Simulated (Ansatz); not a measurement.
**WC: isotropic strain +2.00 %**

Start from WC (space group P-6m2, No. 187; a = 2.884 Å, c = 2.812 Å; relaxed with 0.1 eV smearing).

It is then changed as follows: the cell is scaled by 1.0200 in all directions; the atoms relax in the strained cell.

The values are results of LDA (Ansatz, a program for electronic structure, PAW, no SOC), not measurements. Γ-centred 23×23×20 mesh, Fermi–Dirac width 0.1 eV.

The space group is still P-6m2 (No. 187) and the shortest interatomic distance goes up by 0.044 Å (2.179 Å → 2.223 Å). The energy increases by 45 meV/atom and the band gap remains zero.

Stability against distortions was not tested. The final runs are not spin-polarised.
